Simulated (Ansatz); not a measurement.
**Cubic perovskite CsPbCl3 (cubic high-temperature phase)**

Calculation: r²SCAN+SOC in Ansatz (PAW).

Numerical settings: plane-wave cutoff 560 eV, 6×6×6 k mesh, Fermi–Dirac smearing 0.01 eV, PAW data made under PBE.

Cell (relaxed at this level):

```cif
data_Cl3CsPb
_chemical_formula_sum 'Cs1 Pb1 Cl3'
_space_group_name_H-M_alt 'Pm-3m'
_space_group_IT_number 221
_space_group_name_Hall '-P 4 2 3'
_cell_length_a 5.66523
_cell_length_b 5.66523
_cell_length_c 5.66523
_cell_angle_alpha 90.000
_cell_angle_beta 90.000
_cell_angle_gamma 90.000
loop_
_atom_site_label
_atom_site_type_symbol
_atom_site_symmetry_multiplicity
_atom_site_Wyckoff_symbol
_atom_site_fract_x
_atom_site_fract_y
_atom_site_fract_z
_atom_site_occupancy
Cs1 Cs 1 a 0.00000 0.00000 0.00000 1
Pb1 Pb 1 b 0.50000 0.50000 0.50000 1
Cl1 Cl 3 c 0.00000 0.50000 0.50000 1
```

```yaml
bulk modulus B0: 24.8 GPa
band_gap: 1.16 eV (direct)
direct gap at Γ: 6.42 eV
pressure derivative B′ of the bulk modulus: 4.7
```

Note: the relaxation could not lower the start's symmetry, so the cell can be a saddle point above a distorted one.

The result took around 27 core-minutes (rough).

Ansatz is an electronic-structure program.
